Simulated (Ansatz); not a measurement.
Reference: CaSe (Fm-3m), PBEsol, rigid bands (plane waves, PAW, scalar-relativistic; Ansatz, a first-principles code); geometry: cell and atoms relaxed with PBEsol.

```
CELL_PARAMETERS angstrom
      0.00000     2.93419     2.93419
      2.93419     0.00000     2.93419
      2.93419     2.93419     0.00000
ATOMIC_POSITIONS crystal
  Ca 0.00000 0.00000 0.00000
  Se 0.50000 0.50000 0.50000
```

The band gap is 1.88 eV. The electron conductivity mass is 0.38 mₑ. The Seebeck coefficient, n-type 1e19 cm⁻³ is -295 μV/K.

Replace Ca by Mg on the same sites and relax. What happens?

MgSe (Fm-3m): volume per atom 25.3 to 20.2 Å³; band gap falls (1.88 eV to 1.78 eV); electron conductivity mass falls (0.38 mₑ to 0.29 mₑ); Seebeck coefficient, n-type 1e19 cm⁻³ falls in size (-295 μV/K to -241 μV/K).

Replace Se by S on the same sites and relax. What happens?

CaS (Fm-3m): volume per atom 25.3 to 22.3 Å³; band gap rises (1.88 eV to 2.16 eV); electron conductivity mass rises (0.38 mₑ to 0.41 mₑ); Seebeck coefficient, n-type 1e19 cm⁻³ stays about the same (-295 μV/K to -301 μV/K).

Moves up to 5 % count as about the same. Masses are for dilute carriers at 300 K, harmonic means over directions unless an axis is named. Seebeck coefficients are for the stated density at 300 K, with one relaxation time for all states and whether or not that doping can be reached. Spin-orbit coupling is left out.

Formula and space group known from diffraction (Crystallography Open Database), not checked to be the room-temperature form: CaSe (Fm-3m).
